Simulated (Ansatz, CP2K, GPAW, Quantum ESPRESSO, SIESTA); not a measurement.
One structure in several programs: LiAg₃ (P1, 4 atoms in the cell)

Self-consistent single point, at a second geometry (atoms moved at random). First geometry:

```
CELL_PARAMETERS angstrom
      4.03340     0.00000     0.00000
      0.00000     4.03340     0.00000
      0.00000     0.00000     4.03340
ATOMIC_POSITIONS crystal
  Li 0.00000 0.00000 0.00000
  Ag 0.00000 0.50000 0.50000
  Ag 0.50000 0.00000 0.50000
  Ag 0.50000 0.50000 0.00000
```

Second geometry:
```yaml
crystal:
  lattice:
    - [4.03340, 0.00000, 0.00000]
    - [0.00000, 4.03340, 0.00000]
    - [0.00000, 0.00000, 4.03340]
  atoms:
    - { symbol: Li, position: [0.01905, 0.00195, 0.99857] }
    - { symbol: Ag, position: [0.98635, 0.50745, 0.49077] }
    - { symbol: Ag, position: [0.49924, 0.99591, 0.50159] }
    - { symbol: Ag, position: [0.49535, 0.49470, 0.00907] }
```

Shared settings, as Ansatz (a first-principles code) writes them: kpoints.mp_grid.grid = 8 8 8; scf.occupations.method = fermi_dirac; scf.occupations.width = 0.05 eV. Potentials and cutoffs stand in the table.

| code | model | ΔF from the first geometry (meV/atom) | pressure (GPa) | largest force (eV/Å) | cutoff |
|---|---|---|---|---|---|
| Quantum ESPRESSO | PBEsol, GBRV 1.5 ultrasoft (PBESOL) pseudopotentials | 7.3 | -3.20 | 0.424 | 40 Ry |
| GPAW | PBEsol, GPAW PAW datasets PBEsol (made by gpaw-setup) | 7.3 | -1.86 | 0.415 | 600 eV |
| Ansatz | PBEsol, PAW files made with PBE | 7.3 | -1.92 | 0.423 | 420 eV |
| CP2K | PBEsol, GPW, DZVP-MOLOPT-PBE-GTH basis, GTH-PBE potentials (POTENTIAL_UZH) | 7.7 | -1.33 | 0.448 | grid 500 Ry |
| SIESTA | GGA PBEsol, numerical atomic orbitals DZP, PseudoDojo PBEsol standard norm-conserving potentials (rewritten from UPF to PSML) | 7.6 | -2.26 | 0.453 | grid 400 Ry |

Size of the force on each atom (eV/Å): Sizes of forces hide their directions.

```json
[
 {"code": "Quantum ESPRESSO", "Li1": "0.188", "Ag2": "0.424", "Ag3": "0.168", "Ag4": "0.328"},
 {"code": "GPAW", "Li1": "0.189", "Ag2": "0.415", "Ag3": "0.158", "Ag4": "0.317"},
 {"code": "Ansatz", "Li1": "0.188", "Ag2": "0.423", "Ag3": "0.167", "Ag4": "0.326"},
 {"code": "CP2K", "Li1": "0.196", "Ag2": "0.448", "Ag3": "0.178", "Ag4": "0.347"},
 {"code": "SIESTA", "Li1": "0.181", "Ag2": "0.453", "Ag3": "0.192", "Ag4": "0.358"}
]
```

The spread over the programs that give each value: ΔF from the first geometry within 0.4 meV/atom; pressure within 1.87 GPa; largest force within 0.038 eV/Å.

CP2K and SIESTA use small atom-centred bases, whose incompleteness enters pressures, forces and empty levels differently from a plane-wave cutoff. Ansatz's pressure is given at a fixed set of plane waves, as the other plane-wave codes print theirs; with its correction for the finite basis it is -1.86 GPa. In the pressure, Quantum ESPRESSO (by 1.28) lies more than 1 GPa from the median of the plane-wave programs.

The starting cell comes from a database of computed structures (which also holds hypothetical and non-ambient phases and stackings), without a prior relaxation at this level. Its lattice was rescaled by a random factor within 2.5 % of one. For this run, on top of that: atoms moved at random.

Keys are those of Ansatz 0.2.
